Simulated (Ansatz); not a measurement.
## ZrS2 under a change: Zr → Ti

Base system: ZrS$_{2}$ in the CdI2 type structure (space group P-3m1, No. 164; a = 3.635 Å, c = 5.720 Å; layered, stacked along the Cartesian z axis).

It is then changed as follows: every Zr is replaced by Ti, then cell and atoms are relaxed.

Computed with PBE-D3(BJ)/PAW in Ansatz (a program for electronic structure), without spin-orbit coupling. Settings: 16×16×9 k-points, 0.05 eV Fermi–Dirac smearing, for the changed cell.

The volume per atom decreases by 3.81 Å³ to 18.00 Å³ and the lattice parameter a shrinks by 0.274 Å, from 3.635 Å to 3.361 Å. The c/a ratio increases by 0.0697, from 1.574 to 1.643 and the space group remains P-3m1 (No. 164). The band gap becomes zero (base: 0.66 eV).

Cost of the whole job for the changed cell (relaxation, final SCF and bands): around 100 core-seconds (rough).

Stability against distortions was not tested. All final runs are without spin polarisation. A zero or small gap of TiS2 can be the functional's error rather than a property of the material.
